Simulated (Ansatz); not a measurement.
# SnO2, response to strain

Base system: SnO2 in the rutile structure (space group P4_2/mnm, No. 136; a = 4.8276 Å, c = 3.2379 Å). Axes: x, y, z lie along a, b, c of the conventional cell.

Strains are applied to the cell and any free atomic positions relax; under biaxial strain the out-of-plane vector relaxes too; under stress the whole cell relaxes.

The values are results of plane-wave PAW DFT at the PBE level (Ansatz, a first-principles code, 420 eV), no SOC, earlier PAW set, not measurements.

```csv
change,volume per atom,band gap,width of the top valence band
base,12.58 Å³,0.68 eV,1.18 eV
"biaxial strain −0.27 %, plane normal [001], relaxed out of plane",12.53 Å³,0.70 eV,1.18 eV
"biaxial strain +2.96 %, plane normal [001], relaxed out of plane",13.10 Å³,0.50 eV,1.12 eV
"uniaxial stress, 1 GPa compression along z",12.57 Å³,0.71 eV,1.18 eV
```

Stability under load was not tested beyond the relaxation.
